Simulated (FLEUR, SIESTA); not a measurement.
A SIESTA input for a self-consistent single point of LaSi2 (I4_1/amd, 6 atoms in the cell) (DFT, GGA PBEsol, numerical atomic orbitals DZP, PseudoDojo PBEsol standard norm-conserving potentials (rewritten from UPF to PSML)):

```
# files in the folder: La.psml Si.psml (PseudoDojo PBEsol standard)
SystemName  LaSi2
SystemLabel LaSi2

NumberOfAtoms                6
NumberOfSpecies              2
%block ChemicalSpeciesLabel
  1 57 La
  2 14 Si
%endblock ChemicalSpeciesLabel
LatticeConstant              7.479167 Ang
%block LatticeVectors
    -0.293370906    0.293370906    0.909872049
     0.293370906   -0.293370906    0.909872049
     0.293370906    0.293370906   -0.909872049
%endblock LatticeVectors
AtomicCoordinatesFormat      Ang
%block AtomicCoordinatesAndAtomicSpecies
     0.000000000    0.000000000    6.805085000  1
     2.194170000    0.000000000    3.402542500  1
     0.000000000    2.194170000    4.569886781  2
     0.000000000   -0.000000000    1.167344281  2
     0.000000000   -0.000000000   12.442825719  2
     0.000000000    2.194170000    2.235198219  2
%endblock AtomicCoordinatesAndAtomicSpecies

XC.functional                GGA
XC.authors                   PBEsol
PAO.BasisSize                DZP
PAO.EnergyShift              0.01 Ry
MeshCutoff                   350 Ry
%block kgrid.MonkhorstPack
    7   0   0  0.0
    0   7   0  0.0
    0   0   7  0.0
%endblock kgrid.MonkhorstPack
OccupationFunction           FD
ElectronicTemperature        1160.45 K

MaxSCFIterations             150
SCF.Mixer.Method             Pulay
SCF.Mixer.Weight             0.1
SCF.Mixer.History            8
SCF.DM.Tolerance             1.0E-04
Diag.ParallelOverK           true
WriteForces                  true
```

Write the same calculation as an input for FLEUR.

One input that does it (others would too):

Input of the input generator:

```
LaSi2
&input film=f /
-2.1941700000 2.1941700000 6.8050850000
2.1941700000 -2.1941700000 6.8050850000
2.1941700000 2.1941700000 -6.8050850000
1.8897261246
1.0 1.0 1.0

6
57 0.5000000000 0.5000000000 0.0000000000
57 0.2500000000 0.7500000000 0.5000000000
14 0.8357700000 0.3357700000 0.5000000000
14 0.0857700000 0.0857700000 -0.0000000000
14 0.9142300000 0.9142300000 -0.0000000000
14 0.6642300000 0.1642300000 0.5000000000

&comp jspins=1 /
&exco xctyp='PBEs' /
&kpt div1=7 div2=7 div3=7 /
&end /
```

```xml
<?xml version="1.0" encoding="UTF-8" standalone="no"?>
<fleurInput fleurInputVersion="0.39">
   <comment>
      LaSi2                                                                                               
   </comment>
   <calculationSetup>
      <cutoffs Kmax="3.9" Gmax="11.7" GmaxXC="11.7" numbands="0"/>
      <scfLoop itmax="80" minDistance="0.00001" maxIterBroyd="99" imix="Anderson" alpha="0.05" precondParam="0.0" spinf="2.0"/>
      <coreElectrons ctail="T" frcor="F" kcrel="0" coretail_lmax="0"/>
      <xcFunctional name="PBEs" relativisticCorrections="F"/>
      <magnetism jspins="1"/>
      <soc l_soc="F" theta="0.0" phi="0.0" spav="F"/>
      <expertModes spex="0" secvar="F"/>
      <geometryOptimization l_f="T" forcealpha="1.0" forcemix="BFGS" epsdisp="0.00001" epsforce="0.00001"/>
      <ldaU l_linMix="F" mixParam="0.05" spinf="1.0"/>
   </calculationSetup>
   <cell>
      <bzIntegration valenceElectrons="38.0" mode="hist" fermiSmearingEnergy="0.00367493">
         <kPointListSelection listName="default-1"/>
         <!-- k-points included here -->
         <xi:include xmlns:xi="http://www.w3.org/2001/XInclude" href="kpts.xml"> </xi:include>
      </bzIntegration>
      <!-- symmetry operations included here -->
      <xi:include xmlns:xi="http://www.w3.org/2001/XInclude" href="sym.xml"> </xi:include>
      <bulkLattice scale="1.0">
         <bravaisMatrix>
            <row-1>   -4.1463803708135822     4.1463803708135822    12.8597469046235897</row-1>
            <row-2>    4.1463803708135822    -4.1463803708135822    12.8597469046235897</row-2>
            <row-3>    4.1463803708135822     4.1463803708135822   -12.8597469046235897</row-3>
         </bravaisMatrix>
      </bulkLattice>
   </cell>
   <atomSpecies>
      <species name="Lanthanum (La)" element="La" atomicNumber="57">
         <mtSphere radius="2.63" gridPoints="925" logIncrement="0.014"/>
         <atomicCutoffs lmax="10" lnonsphr="8"/>
         <electronConfig flipSpins="F">
            <coreConfig>(1s1/2) (2s1/2) (2p1/2) (2p3/2) (3s1/2) (3p1/2) (3p3/2) (4s1/2) (3d3/2) (3d5/2) (4p1/2) (4p3/2) (4d3/2) (4d5/2)</coreConfig>
            <valenceConfig>(5s1/2) (5p1/2) (5p3/2) (6s1/2) (5d3/2) (5d5/2)</valenceConfig>
            <stateOccupation state="(5d3/2)" spinUp="0.2" spinDown="0.2"/>
            <stateOccupation state="(5d5/2)" spinUp="0.3" spinDown="0.3"/>
         </electronConfig>
         <energyParameters s="6" p="6" d="5" f="4"/>
         <lo type="SCLO" l="0" n="5" eDeriv="0"/>
         <lo type="SCLO" l="1" n="5" eDeriv="0"/>
      </species>
      <species name="Silicon (Si)" element="Si" atomicNumber="14">
         <mtSphere radius="2.02" gridPoints="711" logIncrement="0.016"/>
         <atomicCutoffs lmax="8" lnonsphr="6"/>
         <electronConfig flipSpins="F">
            <coreConfig>(1s1/2) (2s1/2) (2p1/2) (2p3/2)</coreConfig>
            <valenceConfig>(3s1/2) (3p1/2) (3p3/2)</valenceConfig>
            <stateOccupation state="(3p1/2)" spinUp="0.3333333333333" spinDown="0.3333333333333"/>
            <stateOccupation state="(3p3/2)" spinUp="0.6666666666667" spinDown="0.6666666666667"/>
         </electronConfig>
         <energyParameters s="3" p="3" d="3" f="4"/>
      </species>
   </atomSpecies>
   <atomGroups>
      <atomGroup species="Lanthanum (La)">
         <relPos label="                   1">-3.000/8.000 3.000/8.000 -1.000/4.000</relPos>
         <relPos label="                   2">3.000/8.000 -3.000/8.000 1.000/4.000</relPos>
         <force calculate="T" relaxXYZ="TTT"/>
      </atomGroup>
      <atomGroup species="Silicon (Si)">
         <relPos label="                   3">-.0392300000 .2107700000 1.000/4.000</relPos>
         <relPos label="                   4">.2107700000 -.0392300000 -1.000/4.000</relPos>
         <relPos label="                   5">.0392300000 -.2107700000 -1.000/4.000</relPos>
         <relPos label="                   6">-.2107700000 .0392300000 1.000/4.000</relPos>
         <force calculate="T" relaxXYZ="TTT"/>
      </atomGroup>
   </atomGroups>
   <output dos="F" band="F" slice="F">
      <checks vchk="F" cdinf="F"/>
      <bandDOS minEnergy="-.5*Htr" maxEnergy="0.5*Htr" sigma="0.015" storeEVData="T"/>
      <vacuumDOS vacdos="F" integ="F" star="F" nstars="0" locx1="0.0" locy1="0.0" locx2="0.0" locy2="0.0" nstm="0" tworkf="0.0"/>
      <unfoldingBand unfoldBand="F" supercellX="1" supercellY="1" supercellZ="1"/>
      <plotting iplot="0" polar="F">
         <plot TwoD="T" vec1="  1.0  0.0  0.0" vec2="  0.0  1.0  0.0" vec3="  0.0  0.0  1.0" zero="  0.0  0.0  0.0" file="plot"/>
      </plotting>
      <chargeDensitySlicing numkpt="0" minEigenval="0.0" maxEigenval="0.0" nnne="0" pallst="F"/>
      <specialOutput eonly="F"/>
      <magneticCircularDichroism mcd="F" energyLo="-10.0" energyUp="0.0"/>
   </output>
  <!-- We include the file relax.xml here to enable relaxations (see documentation) -->
  <xi:include xmlns:xi="http://www.w3.org/2001/XInclude" href="relax.xml"> <xi:fallback/> </xi:include>
</fleurInput>
```

Basis settings and potentials, where a program has them, do not carry over. This input uses DFT, PBEsol, all-electron FLAPW (FLEUR), scalar-relativistic valence.

The starting cell comes from a database of computed structures (which also holds hypothetical and non-ambient phases and stackings), without a prior relaxation at this level.
